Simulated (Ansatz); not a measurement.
Results of BLYP (PAW; Ansatz, a quantum-chemistry and plane-wave program) for cubic perovskite SrVO₃.

Run with plane-wave cutoff 520 eV, 14×14×14 k mesh, Fermi–Dirac smearing 0.05 eV, no spin polarisation, scalar-relativistic PAW data made under PBE.

Results at a series of volumes:

| V (Å³/atom) | E − E_lowest (meV/atom) |
|---|---|
| 11.144 | 25.26 |
| 11.381 | 10.80 |
| 11.618 | 2.60 |
| 11.855 | 0.00 |
| 12.092 | 2.43 |
| 12.329 | 9.36 |
| 12.566 | 20.34 |

Task: What bulk modulus B0 and pressure derivative B′ does a third-order Birch–Murnaghan fit give?

Result: V0 = 11.855 Å³/atom, B0 = 170 GPa, B′ = 4.4 (fit to the energies at full precision).

Measured, for comparison: equilibrium volume per atom 11.34 Å³/atom (temperature not stated, not corrected to a static lattice; as tabulated in Marks et al. (2021), arXiv:2103.05797). Computed (rounded) less measured: equilibrium volume per atom +4.5 %.

Computed values are for the static lattice.

The result took very roughly 2.8 core-minutes.
